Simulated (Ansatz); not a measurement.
Take Ga2O3 in the corundum structure (space group R-3c, No. 167; a = 4.9845 Å, c = 13.4410 Å (hexagonal axes)) as the base.

The values are results of Kohn–Sham DFT with the r2SCAN functional, run in Ansatz (a program for electronic structure) with PAW and 500 eV plane waves, no spin-orbit coupling, earlier PAW set, not measurements.

Before the change:

```
Property               Value
-------------------  -------
Smallest direct gap  3.82 eV
Volume per atom      9.64 Å³
```

Modification: hydrostatic tension (pressure −1 GPa).

Q: What does the calculation give for the smallest direct gap and volume per atom after the change?

A: The smallest direct gap falls by 0.05 eV, from 3.82 eV to 3.77 eV; the volume per atom increases by 0.04 Å³, from 9.64 Å³ to 9.68 Å³.

Load acts through the strain it causes; cell and atoms are relaxed under it. Semilocal Kohn–Sham gaps tend to fall short of experiment. No phonon test of stability was made.
